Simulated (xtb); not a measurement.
xtb 6.7.1, GFN2-xTB: [B]1NBNBN1, charge 0, multiplicity 2, 11 atoms. The geometry is a generated start, not checked to be a minimum at this level.

```yaml
run_flags: --grad
method: GFN2-xTB
"--acc": 1 (default)
"--etemp (K)": 300 (default)
basis_functions: 29
valence_electrons: 29
```

```xyz
11

B     -0.5375     1.5795    -0.1443
N     -1.4446     0.5114     0.0733
B     -1.0202    -0.8365     0.2034
N      0.3699    -1.0870     0.1025
B      1.3280    -0.0672    -0.1187
N      0.8416     1.2603    -0.2374
H     -2.4343     0.6983     0.1436
H     -1.7910    -1.7062     0.3840
H      0.6941    -2.0389     0.1840
H      2.4764    -0.3073    -0.1964
H      1.5175     1.9937    -0.3940
```

Charge 0 and multiplicity 2 are set for this test and not shown to be the ground state. GFN-xTB has no spin term: --uhf 1 sets the occupations alone.

One run each on 1 thread. Values of broydamp tried: 0.02, 0.05, 0.1, 0.2, 0.4 (default), 0.6, 0.8, 1.

Question: How does the count of SCC iterations change with broydamp, and where is it least?

Answer: Fewest SCC iterations, within one of each other: 0.4 (default) with 11, 0.6 with 11, 0.8 with 12. The count rises to 20 at 0.02. All converge to one solution.

```
broydamp       SCC iterations            end
-------------  --------------  -------------
0.02                       20  same solution
0.05                       19  same solution
0.1                        16  same solution
0.2                        13  same solution
0.4 (default)              11  same solution
0.6                        11  same solution
0.8                        12  same solution
1                          14  same solution
```
